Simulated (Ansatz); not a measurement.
Band gap of cubic perovskite CsPbCl₃ (cubic high-temperature phase) at several levels of theory

No measured value is used here.

```json
[
 {"level (code)": "LDA+SOC (Ansatz)", "value (eV)": "0.52 (direct)", "cell (Å³/atom)": "35.22"},
 {"level (code)": "BLYP (Ansatz)", "value (eV)": "2.02", "cell (Å³/atom)": "35.22"},
 {"level (code)": "PBE-D3(BJ) (Ansatz)", "value (eV)": "2.07", "cell (Å³/atom)": "36.42"},
 {"level (code)": "r²SCAN-D4 (Ansatz)", "value (eV)": "2.41", "cell (Å³/atom)": "36.14"},
 {"level (code)": "r²SCAN+rVV10 (Ansatz)", "value (eV)": "2.31", "cell (Å³/atom)": "35.64"},
 {"level (code)": "PBE0 (Ansatz)", "value (eV)": "…", "cell (Å³/atom)": "35.22"},
 {"level (code)": "Hartree–Fock (Ansatz)", "value (eV)": "…", "cell (Å³/atom)": "35.22"},
 {"level (code)": "G0W0@PBEsol (Ansatz)", "value (eV)": "3.30", "cell (Å³/atom)": "35.22"}
]
```

Complete the blanks.


- PBE0 (Ansatz, a first-principles code), value (eV): 3.25
- Hartree–Fock (Ansatz), value (eV): 7.77

Computed values are for a static lattice. Spin–orbit coupling is included only where a level's name says +SOC; with heavier elements it mostly lowers gaps and can invert bands.  PBE-D3(BJ), r²SCAN-D4, r²SCAN+rVV10: the gap is read on the k mesh or supercell of the run alone and can be too large. PBE-D3(BJ), r²SCAN-D4, r²SCAN+rVV10: the relaxation could not lower the start's symmetry, so the cell can be a saddle point above a distorted one. G0W0@PBEsol: filled d or f shells below the valence bands can shift G0W0 gaps through exchange with them, which wasn't tested here. Values are at the measured cell; PBE-D3(BJ) at the level's own equilibrium cell; r²SCAN-D4 at the level's own relaxed cell; r²SCAN+rVV10 at the level's own equilibrium cell. Cutoffs and k meshes differ between the levels. Ansatz's density-functional and Hartree–Fock values are scalar-relativistic unless marked +SOC, with PAW data made under PBE.
